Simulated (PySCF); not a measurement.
PySCF 2.14.0, unrestricted WB97X/def2-tzvp, df: fluoroethane anion (CCF), charge -1, multiplicity 2, 8 atoms. The geometry is a generated start, not checked to be a minimum at this level.

```yaml
task: energy
method: wb97x
basis: def2-tzvp
two_electron_scheme: density fitting
mol.max_memory: 3000 MB
mf.max_cycle: 100
mf.init_guess: minao (default)
mf.DIIS: CDIIS (default)
mf.conv_tol: 1e-09 (default)
mf.grids.level: 3 (default)
basis_functions: 123
grid_points: 91544
```

```xyz
8

C      0.7733     0.1013     0.0460
C     -0.7200    -0.1610     0.0006
F     -1.3531     0.8151    -0.7334
H      1.2592    -0.6736     0.6315
H      1.1873     0.1008    -0.9595
H      0.9688     1.0685     0.5030
H     -1.1672    -0.1375     1.0000
H     -0.9484    -1.1137    -0.4882
```

Charge -1 and multiplicity 2 are set for this test and not shown to be the ground state.

One run each on 2 threads, 1 BLAS thread. Values of diis_space tried: 3, 5, 8 (default), 12, 20.

Question: Predict the course of the Fock builds along this series.

Answer: Fewest Fock builds, within one of each other: 8 (default) with 20, 12 with 19, 20 with 19. The count rises to 33 at 3. All converge to one solution.

```tsv
diis_space	Fock builds	end
3	33	same solution
5	22	same solution
8 (default)	20	same solution
12	19	same solution
20	19	same solution
```
